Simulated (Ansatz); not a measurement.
Here is the system:

```
CELL_PARAMETERS angstrom
      3.42786     0.00000     0.00000
     -1.71393     2.96862     0.00000
      1.71393     0.98954     8.71341
ATOMIC_POSITIONS crystal
  Zn 0.56324 0.78162 0.65514
  In 0.99446 0.99723 0.00831
  Ga 0.42593 0.21296 0.36111
  O  0.40972 0.70486 0.88542
  O  0.57729 0.28864 0.13407
  O  0.75656 0.87828 0.36516
  O  0.27281 0.13640 0.59079
```

Space group of this cell: R3m. The cell is strained (lengths across the current scaled by 1.02, ions clamped); by r2SCAN its mean pressure is -12.7 GPa.

Transport runs along the normal of the first two printed cell vectors, the (001) (indices of the unstrained crystal) plane of the conventional cell.

The gap is the functional's own. No spin-orbit coupling. Mid-gap values are interpolated on the energy grid.

Task: Give the band gap and the smallest decay constant κ at mid-gap that r2SCAN (Ansatz, a quantum-chemistry and plane-wave program) yields.

Result: Gap 1.38 eV on a 10×10×10 mesh; κ = 0.149 1/Å, at the zone centre.
